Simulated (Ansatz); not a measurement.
## A computed series for WSi2: pressure series

Start from WSi$_{2}$ (space group I4/mmm, No. 139; a = 3.229 Å, c = 7.867 Å).

Cell and atoms are relaxed at each pressure.

Calculations: Ansatz (an electronic-structure program) PBE, no spin-orbit coupling.

Candidates:
(a) pressure −2 GPa
(b) pressure 30 GPa
(c) pressure 15 GPa

Base values:

The c/a ratio is 2.436.

Problem. Order them by c/a ratio, highest first.

Solution. (b) pressure 30 GPa (2.457), (c) pressure 15 GPa (2.447), (a) pressure −2 GPa (2.435)

Load acts through the strain it causes; cell and atoms are relaxed under it. No phonon test of stability was made. No other phases were tried under pressure. The final runs are not spin-polarised.
